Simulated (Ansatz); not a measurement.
System: ZrSe (P-6m2, No. 187, 2 atoms in the cell; start mp-1183040). Method: PBEsol (Ansatz, a first-principles code, plane waves, PAW).

Settings: plane-wave cutoff 520 eV, 18×18×16 k mesh (along the axes of the cell as run), Fermi–Dirac smearing 0.05 eV, scalar-relativistic PAW data made under PBE.

Cell (relaxed at this level):

```xyz
2
Lattice="3.5290 0.0000 0.0000 -1.7645 3.0562 0.0000 0.0000 0.0000 3.5998" Properties=species:S:1:pos:R:3 pbc="T T T"
Zr     0.0000     0.0000     0.0000
Se     0.0000     2.0375     1.7999
```

Question: Predict the bulk modulus.

Answer: 
* **bulk modulus**: 129 GPa

The run finds no gap.

Note: the bulk modulus is −V dP/dV from two relaxed cells at ±2 % in volume; the relaxation could not lower the start's symmetry, so the cell can be a saddle point above a distorted one.

Computing time: around 80 core-seconds (rough).

A start named mp-… is a Materials Project structure, which need not be a measured phase.
